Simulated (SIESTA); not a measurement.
Band structure of PbS2 (I4/mcm, 6 atoms in the cell).

```
PbS2
1.0
   -3.07497     3.07497     3.77660
    3.07497    -3.07497     3.77660
    3.07497     3.07497    -3.77660
Pb S
2 4
Cartesian
  0.00000   0.00000   5.66490
  0.00000   0.00000   1.88830
  3.80699   0.73203   0.00000
 -0.73203   2.34294   3.77660
  2.34294   0.73203   3.77660
  0.73203   2.34294   0.00000
```

Method of the run: LDA PW92, numerical atomic orbitals DZP, PseudoDojo LDA standard norm-conserving potentials (rewritten from UPF to PSML) run with SIESTA.

Settings: XC.functional = LDA; XC.authors = PW92; potentials = PseudoDojo LDA standard; PAO.BasisSize = DZP; PAO.EnergyShift = 0.01 Ry; MeshCutoff = 300 Ry; kgrid.MonkhorstPack = 4 4 4; OccupationFunction = FD; ElectronicTemperature = 580.23 K; MaxSCFIterations = 150; SCF.Mixer.Method = Pulay; SCF.Mixer.Weight = 0.1; SCF.Mixer.History = 6; SCF.DM.Tolerance = 1.0E-05.

The starting cell comes from a database of computed structures (which also holds hypothetical and non-ambient phases and stackings), without a prior relaxation at this level. Spin-orbit coupling is off. Values carry the incompleteness of an atom-centred basis. The run gives no clean gap (levels at the Fermi energy touch, overlap or are partly filled at this smearing), which alone does not show that the compound is a metal.

Levels in eV from the Fermi level, bands 23 to 28:
| point | 23 | 24 | 25 | 26 | 27 | 28 |
|---|---|---|---|---|---|---|
| Γ | -3.44 | -3.28 | -3.28 | -0.27 | 2.91 | 2.91 |
| X | -2.67 | -1.37 | -1.28 | -0.31 | 1.10 | 1.24 |
| Y | -1.39 | -0.98 | -0.70 | -0.41 | 0.25 | 1.82 |
| S | -1.59 | -1.01 | -0.43 | -0.38 | 0.83 | 1.57 |
| Z | -1.41 | -1.41 | -0.18 | 0.08 | 1.46 | 1.59 |
| S1 | -1.59 | -1.01 | -0.43 | -0.38 | 0.83 | 1.57 |
| N | -2.27 | -2.27 | -1.00 | -1.00 | 1.01 | 1.01 |
| P | -2.12 | -2.12 | -1.00 | -1.00 | 2.23 | 2.23 |
| Y1 | -1.39 | -0.98 | -0.70 | -0.41 | 0.25 | 1.82 |

Bands cross the Fermi level along this path, so the cell is metallic at this level.

Higher empty bands are left out: an atom-centred basis made for the valence describes them poorly.
